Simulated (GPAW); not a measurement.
Band structure of MgB2 (P6/mmm, 3 atoms in the cell).

```
MgB2
1.0
    1.54500    -2.67602     0.00000
    1.54500     2.67602     0.00000
    0.00000     0.00000     3.52000
Mg B
1 2
Cartesian
  0.00000   0.00000   0.00000
  1.54500   0.89201   1.76000
  1.54500  -0.89201   1.76000
```

Method of the run: PBE, GPAW PAW datasets PBE (gpaw-data 1.0.1) (plane waves; GPAW 25.7.0).

Settings: mode = pw; ecut = 950 eV; xc = PBE; kpts = 12 12 9; mesh shift (steps) = 0 0 0; occupations.name = fermi-dirac; occupations.width = 0.05 eV; nbands = -7; symmetry.symmorphic = false; symmetry.tolerance = 0.0005; maxiter = 100; bandpath_npoints = 40.

The starting cell has typed, rounded lattice constants, without a prior relaxation at this level.

Levels in eV from the Fermi level, bands 5 to 12:
```tsv
point	5	6	7	8	9	10	11	12
Γ	-12.36	-2.86	0.37	0.37	1.74	6.30	6.30	8.04
M	-8.49	-7.78	-2.15	0.27	3.12	3.89	5.39	7.16
K	-7.23	-7.23	-5.80	1.84	1.84	6.23	6.23	8.85
A	-11.08	-7.35	0.75	0.75	6.64	6.64	7.93	9.79
L	-7.52	-6.87	-3.50	-1.85	-1.25	5.69	8.80	8.92
H	-6.34	-6.34	-5.12	-1.96	-1.96	3.61	11.63	11.86
```

Bands cross the Fermi level along this path, so the cell is metallic at this level.
